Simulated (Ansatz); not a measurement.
Given:

```xyz
2
Lattice="0.0000 2.5643 2.5643 2.5643 0.0000 2.5643 2.5643 2.5643 0.0000" Properties=species:S:1:pos:R:3 pbc="T T T"
Be     0.0000     0.0000     0.0000
Se     1.2822     1.2822     1.2822
```

Method: PBEsol with spin-orbit coupling, rigid bands (plane waves, PAW; Ansatz, a quantum-chemistry and plane-wave program). Condition of this run: spin-orbit coupling switched on. Cell: cell and atoms relaxed with PBEsol.

Predict the hole conductivity mass (n e² τ/σ) at 300 K, by direction if it differs.

0.56 mₑ.

Predict the electron conductivity mass (n e² τ/σ) at 300 K, by direction if it differs.

0.35 mₑ.

And the band gap?

2.32 eV at this level; semilocal functionals usually fall short of the measured gap.

Rigid bands, one relaxation time for all states, no polarons.
